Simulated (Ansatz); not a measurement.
# Mg: pressure series

The reference is Mg in the hcp (Mg type) structure (space group P6_3/mmc, No. 194; a = 3.1862 Å, c = 5.2235 Å).

Cell and atoms are relaxed at each pressure.

The values are results of plane-wave PAW DFT at the PBE level (Ansatz, an electronic-structure program, 420 eV), no SOC, earlier PAW set, not measurements.

| case | shortest interatomic distance | density |
|---|---|---|
| base | 3.186 Å | 1.76 g/cm³ |
| pressure −2 GPa | 3.252 Å | … |
| pressure −1 GPa | 3.217 Å | … |
| pressure 0.3 GPa | 3.178 Å | 1.77 g/cm³ |
| pressure 0.7 GPa | 3.167 Å | 1.79 g/cm³ |
| pressure 1.5 GPa | 3.146 Å | 1.83 g/cm³ |
| pressure 3 GPa | 3.112 Å | 1.89 g/cm³ |
| pressure 5 GPa | 3.073 Å | 1.96 g/cm³ |
| pressure 7.5 GPa | … | 2.05 g/cm³ |
| pressure 10 GPa | 2.992 Å | 2.13 g/cm³ |

### Question
Fill in the withheld entries from the trend.

### Answer

- pressure −2 GPa, density: 1.65 g/cm³
- pressure −1 GPa, density: 1.71 g/cm³
- pressure 7.5 GPa, shortest interatomic distance: 3.031 Å

Load acts through the strain it causes; cell and atoms are relaxed under it. Stability against distortions was not tested. Competing high-pressure phases were not computed.
